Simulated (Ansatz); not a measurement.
SiSe2 (Ibam, No. 72, 6 atoms in the cell; start mp-1179443), treated with LDA (Ansatz, a program for electronic structure, PAW).

Settings: plane-wave cutoff 520 eV, 8×8×8 k mesh, Fermi–Dirac smearing 0.01 eV, scalar-relativistic PAW data made under PBE.

Cell (relaxed at this level):

```
Se2Si
1.0
   -3.04302     4.40647     2.90389
    3.04302    -4.40647     2.90389
    3.04302     4.40647    -2.90389
Si Se
2 4
Direct
  0.75000   0.75000   0.00000
  0.25000   0.25000   0.00000
  0.36746   0.71511   0.08258
  0.63254   0.28489   0.91742
  0.13254   0.21511   0.34765
  0.86746   0.78489   0.65235
```

Q: Give the computed band gap, direct gap at Γ and bulk modulus B0.

A: 
- band gap = 1.38 eV (on the SCF k mesh)
- direct gap at Γ = 2.77 eV
- bulk modulus B0 = 12.8 GPa

Note: the relaxation could not lower the start's symmetry, so the cell can be a saddle point above a distorted one; the bulk modulus is −V dP/dV from two relaxed cells at ±2 % in volume.

Spin–orbit coupling is not included.

The computed numbers hold no vibrational or temperature effects.

A start named mp-… is a Materials Project structure, which need not be a measured phase.
